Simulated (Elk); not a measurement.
Worked example: self-consistent single point of La₂PBr₂ (P-3m1, 5 atoms in the cell) in Elk.

Method: Elk with PBEsol, all-electron FP-LAPW, Elk's shipped species files, LAPW+lo basis.

```yaml
crystal:
  lattice:
    - [4.26955, 0.00000, 0.00000]
    - [-2.13477, 3.69754, 0.00000]
    - [0.00000, 0.00000, 10.20334]
  atoms:
    - { symbol: La, position: [0.33333, 0.66667, 0.83934] }
    - { symbol: La, position: [0.66667, 0.33333, 0.16066] }
    - { symbol: P, position: [0.00000, 0.00000, 0.00000] }
    - { symbol: Br, position: [0.66667, 0.33333, 0.65640] }
    - { symbol: Br, position: [0.33333, 0.66667, 0.34360] }
```

Reference input (self-consistent single point, DFT, PBEsol, all-electron FP-LAPW, Elk's shipped species files, LAPW+lo basis): xctype = 22; rgkmax = 8; stype = 0; swidth = 0.00499791 Ha; ngridk = 7 7 3; gmaxvr = 16 1/bohr; nxoapwlo = 1. This run's input differs from it in these lines:

```diff
@@ -44,3 +44,3 @@
 ngridk
-  7 7 3
+  6 6 3
```

Log, with long lists cut:

```
│ Self-consistent loop started │
│ Loop number : 1 │
 total energy                :     -22570.1937823
│ Loop number : 2 │
 total energy                :     -22569.8120520
RMS change in Kohn-Sham potential (target) :   0.2916846963     (  0.1000000000E-05)
Absolute change in total energy (target)   :   0.3817303579     (  0.1000000000E-03)
│ Loop number : 3 │
 total energy                :     -22569.4107984
RMS change in Kohn-Sham potential (target) :   0.2879176001     (  0.1000000000E-05)
Absolute change in total energy (target)   :   0.4966862063     (  0.1000000000E-03)
│ Loop number : 4 │
   [... lines left out ...]
Absolute change in total energy (target)   :   0.3148111209E-03 (  0.1000000000E-03)
│ Loop number : 16 │
 total energy                :     -22540.7044953
RMS change in Kohn-Sham potential (target) :   0.1616674972E-06 (  0.1000000000E-05)
Absolute change in total energy (target)   :   0.1366733486E-03 (  0.1000000000E-03)
│ Loop number : 17 │
 total energy                :     -22540.7044822
RMS change in Kohn-Sham potential (target) :   0.7139749658E-07 (  0.1000000000E-05)
Absolute change in total energy (target)   :   0.4733187234E-04 (  0.1000000000E-03)
Convergence targets achieved

│ Loop number : 18 │

Energies :
 Fermi                       :     0.224581993576
 total energy                :     -22540.7044833

Density of states at Fermi energy :    66.66682646
 (states/Hartree/unit cell)

Estimated indirect band gap :   0.7324767230E-02
 from k-point     15 to k-point     13
Estimated direct band gap   :   0.3656235809E-01
 at k-point     15

Charges :
 core                        :    138.0000000
 valence                     :    61.00000000
 interstitial                :    9.548633668
 muffin-tins (core leakage)
  species :    1 (La)
   atom    1                 :    54.55013260     (  0.2239867613E-03)
   atom    2                 :    54.55013260     (  0.2239867613E-03)
  species :    2 (P)
   atom    1                 :    13.36050476     (  0.3142925845E-03)
  species :    3 (Br)
   atom    1                 :    33.49529819     (  0.2339144061E-04)
   atom    2                 :    33.49529819     (  0.2339144061E-04)
 total in muffin-tins        :    189.4513663
 total calculated charge     :    198.9770521
 total charge                :    199.0000000
 error                       :   0.2294792160E-01

│ Self-consistent loop stopped │
```

The run converged in 18 iterations. The count includes the last loop, which Elk runs after its targets are met. Against the reference run the total energy rises by 4.1 meV/atom.

The starting cell comes from a database of computed structures (which also holds hypothetical and non-ambient phases and stackings), without a prior relaxation at this level. Values depend on the basis (sphere radii, cutoffs, local orbitals), which need not be converged. The log's line on a gap gives a spacing of levels on this mesh, which the program prints for metals too.

Cost on one core of a shared machine: roughly 90 s.
